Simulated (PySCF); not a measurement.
PySCF 2.14.0, B3LYP/def2-svp, df: C[SiH](C)[SiH](F)F, 14 atoms. The geometry is a generated start, not checked to be a minimum at this level.

```json
{
  "task": "energy",
  "method": "b3lyp",
  "basis": "def2-svp",
  "two_electron_scheme": "density fitting",
  "mol.max_memory": "3000 MB",
  "mf.max_cycle": "100",
  "mf.conv_tol": "1e-09 (default)",
  "mf.grids.level": "3 (default)",
  "basis_functions": "132",
  "grid_points": "173584"
}
```

```xyz
14

Si     1.8564    -0.7507    -0.3379
F      3.0174    -0.3478     0.6966
F      1.9920    -2.3520    -0.3113
Si    -0.1990    -0.1330     0.5008
C     -1.5880    -0.8011    -0.6174
C     -0.3327     1.7654     0.5793
H      2.4160    -0.3849    -1.6264
H     -0.4283    -0.6553     1.8652
H     -2.5650    -0.5018    -0.2481
H     -1.5027    -0.4349    -1.6363
H     -1.5756    -1.8872    -0.6588
H      0.4237     2.1914     1.2319
H     -0.2127     2.2215    -0.3996
H     -1.3016     2.0704     0.9621
```

With the defaults (mf.DIIS = CDIIS, mf.diis = true, mf.init_guess = minao, mf.level_shift = 0, mf.diis_space = 8) it converges in 11 Fock builds. One run each on 2 threads, 1 BLAS thread, with these changes:
- mf.diis_space = 3
- mf.level_shift = 1 Hartree
- mf.init_guess = huckel
- mf.DIIS = EDIIS
- mf.diis_space = 20
- mf.level_shift = 0.1 Hartree
- mf.init_guess = sap
- mf.diis = false
- mf.init_guess = 1e

Problem. Name the settings that don't reach the solution of the defaults.

Solution. No convergence: mf.DIIS = EDIIS; mf.diis = false (the run ends without SCF convergence in 100 cycles). The rest reach the solution of the defaults.

```tsv
setting	Fock builds	end
the defaults	11	same solution
mf.level_shift = 0.1 Hartree	11	same solution
mf.diis_space = 20	11	same solution
mf.diis_space = 3	13	same solution
mf.init_guess = huckel	14	same solution
mf.init_guess = sap	15	same solution
mf.init_guess = 1e	20	same solution
mf.level_shift = 1 Hartree	29	same solution
mf.DIIS = EDIIS	101	no convergence
mf.diis = false	101	no convergence
```
